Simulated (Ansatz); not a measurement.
Consider Pd in the fcc (Cu type) structure (space group Fm-3m, No. 225; a = 3.945 Å; relaxed with 0.1 eV smearing).

The values are results of Kohn–Sham DFT with the PBE functional, run in Ansatz (a first-principles code) with PAW and 420 eV plane waves, no SOC, not measurements.

For the base:

The pressure comes out as 0.0 GPa and the band gap is zero.

Now apply this change: every lattice vector is stretched by 0.83 %; the atoms relax in the strained cell.

How does this affect the pressure, energy relative to the base and band gap?

The pressure goes from zero to -3.9 GPa; the energy goes up by 4.8 meV/atom; the band gap is still zero.

Stability against distortions was not tested. The final runs are not spin-polarised. Pd lies near a magnetic instability that expansion can trigger; it was not tested.
